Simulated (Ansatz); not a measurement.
Input and output of a relaxation of the atoms for CaI2 (P3m1, 3 atoms in the cell) (Ansatz, a quantum-chemistry and plane-wave program).

Computed with LDA (PW92), default PAW files made with PBE (plane waves; Ansatz).

The change in words: one atom moved by 0.15 angstrom; relax: default → atoms; relax.f_tol: default → 0.005 eV/Å. Reference geometry:
```yaml
crystal:
  lattice:
    - [4.55161, 0.00000, 0.00000]
    - [-2.27581, 3.94181, 0.00000]
    - [0.00000, 0.00000, 7.24588]
  atoms:
    - { symbol: Ca, position: [0.00000, 0.00000, 0.00000] }
    - { symbol: I, position: [0.33333, 0.66667, 0.24430] }
    - { symbol: I, position: [0.66667, 0.33333, 0.75570] }
```

Reference input (self-consistent single point, DFT, LDA (PW92), plane waves, default PAW files made with PBE): basis.ecutwfc = 420 eV; kpoints.mp_grid.grid = 6 6 4; hamiltonian.xc = lda; hamiltonian.pseudopotentials = {kind: paw} (the program's default PAW files); scf.occupations.method = fixed. This run's input differs from it in these lines:

```diff
@@ -6,3 +6,3 @@
   atoms:
-    - { symbol: Ca, position: [0.000000, 0.000000, 0.000000] }
+    - { symbol: Ca, position: [0.000000, 0.000000, 0.020701] }
     - { symbol: I, position: [0.333333, 0.666667, 0.244300] }
@@ -21,2 +21,4 @@
     method: fixed
+relax:
+  f_tol: 0.005
 output:
```

Output, abridged:

```
   [... SCF lines of the steps left out ...]
relax step   1: F+E_penalty+E_count = -16489.08934765 eV  Δ(F+E_penalty+E_count) = +0.000e0 eV  max|allowed force component| = 6.637e-1 eV/Å  Δτ_max = 0.0000 Å  (6 SCF iters, dr2 threshold 6.25e-7 eV, accepted)
relax step   2: F+E_penalty+E_count = -16489.16701656 eV  Δ(F+E_penalty+E_count) = -7.767e-2 eV  max|allowed force component| = 1.840e-1 eV/Å  Δτ_max = 0.1296 Å  (5 SCF iters, dr2 threshold 2.75e-5 eV, accepted)
relax step   3: F+E_penalty+E_count = -16489.17063291 eV  Δ(F+E_penalty+E_count) = -3.616e-3 eV  max|allowed force component| = 3.456e-2 eV/Å  Δτ_max = 0.0307 Å  (5 SCF iters, dr2 threshold 2.12e-6 eV, accepted)
relax step   4: F+E_penalty+E_count = -16489.17075900 eV  Δ(F+E_penalty+E_count) = -1.261e-4 eV  max|allowed force component| = 9.115e-4 eV/Å  Δτ_max = 0.0049 Å  (4 SCF iters, dr2 threshold 7.47e-8 eV, accepted)
relax step   5: F+E_penalty+E_count = -16489.17075902 eV  Δ(F+E_penalty+E_count) = -1.124e-8 eV  max|allowed force component| = 8.911e-4 eV/Å  Δτ_max = 0.0000 Å  (3 SCF iters, accepted)
the relaxation is at rest under the 6 symmetry operations that the run kept from its start: a minimum is not shown …
Stability not checked: this state was not tested for a lower state beside it, because too few of the mixer's solves of this state at the end of the SCF gave a …
Free energy (F): -16489.170759 eV
Internal energy: -16489.170759 eV  (E = F + TS)
E sigma→0 (E₀):  -16489.170759 eV
Fermi energy:    3.105008 eV
--- Forces (eV/Å), atoms counted from 1 ---
  atom   1  Ca     0.00000000    -0.00000000    -0.00052369
  atom   2  I     -0.00000000    -0.00000000     0.00088453
   [... lines left out ...]
  F+E_penalty+E_count = -16489.17075902 eV   max|allowed force component| = 8.911e-4 eV/Å
  atoms:
    - { symbol: Ca, position: [1.2815245882813914e-18, -4.69070695662305e-19, 0.006910364427937651] }
    - { symbol: I, position: [0.3333333333333333, 0.6666666666666666, 0.23745034217548153] }
    - { symbol: I, position: [0.6666666666666666, 0.33333333333333337, 0.7763402933965807] }
```

The run converged. 

Summary of the result:
- Free energy E − TS (on the zero of these files) = -16489.1708 eV
- Top of the valence band (on the code's own zero) = 3.11 eV
- Gap on the k-point mesh = 3.56 eV
- Pressure = -1.29 GPa
- Relaxation steps = 5

The starting cell comes from a database of computed structures (which also holds hypothetical and non-ambient phases and stackings), without a prior relaxation at this level. Its lattice was rescaled by up to half a per cent. For this run, on top of that: one atom moved by 0.15 angstrom. Spin-orbit coupling is off. The relaxation keeps the symmetry of its start, so its end need not be a minimum. Ansatz's pressure includes its estimate of the finite-basis (Pulay) stress.

Keys are those of Ansatz 0.2.
